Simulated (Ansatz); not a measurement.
Consider MgO in the rock salt structure (space group Fm-3m, No. 225; a = 4.204 Å). Axes: x, y, z lie along the cube axes.

Level of theory: Ansatz (a first-principles code), r2SCAN, PAW, cutoff 500 eV, no spin-orbit coupling.

Base values:

The valence-band top at Γ is 0.00, 0.00, 0.00 eV and the pressure is 0.00 GPa.

Modification: biaxial strain −0.50 %, plane normal [001], relaxed out of plane (Cartesian); in-plane vectors clamped, the third vector and the atoms free.

Q: How does this affect the energy relative to the base, valence-band top at Γ, out-of-plane strain and pressure?

A: The energy increases by 0.5 meV/atom; the valence-band top at Γ (three highest levels, from the VBM) becomes 0.00, -0.02, -0.02 eV (base: 0.00, 0.00, 0.00 eV); the out-of-plane strain comes out as +0.31 %; the pressure (mean of the normal stresses, compression positive) goes from zero to 1.20 GPa.

The levels and masses belong to the bands next to the band gap. No phonon test of stability was made.
